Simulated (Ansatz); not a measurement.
Base system: C (space group Ia-3, No. 206; a = 4.4487 Å; a hypothetical phase, not in the database extracts checked).

Now apply this change: a hydrostatic pressure of 7.5 GPa.

Levels (all Ansatz, a program for electronic structure, PAW): PBEsol (420 eV, no SOC); HSE06 (420 eV, no spin-orbit coupling).

The geometry is relaxed with PBEsol.

- PBEsol lowest conduction level above the VBM at special points = H 2.24 eV; N 3.93 eV; Γ 5.46 eV

### Question
Predict the lowest conduction level above the VBM at special points from HSE06.

### Answer
The lowest conduction level above the VBM at special points becomes H 3.42 eV; N 5.23 eV; Γ 6.90 eV (PBEsol: H 2.24 eV; N 3.93 eV; Γ 5.46 eV).

Single points use the geometry relaxed with PBEsol. HSE06 gaps are upper bounds (no full band path). The levels and masses belong to the bands next to the band gap. Load acts through the strain it causes; cell and atoms are relaxed under it. Stability against distortions was not tested. Competing high-pressure phases were not computed.
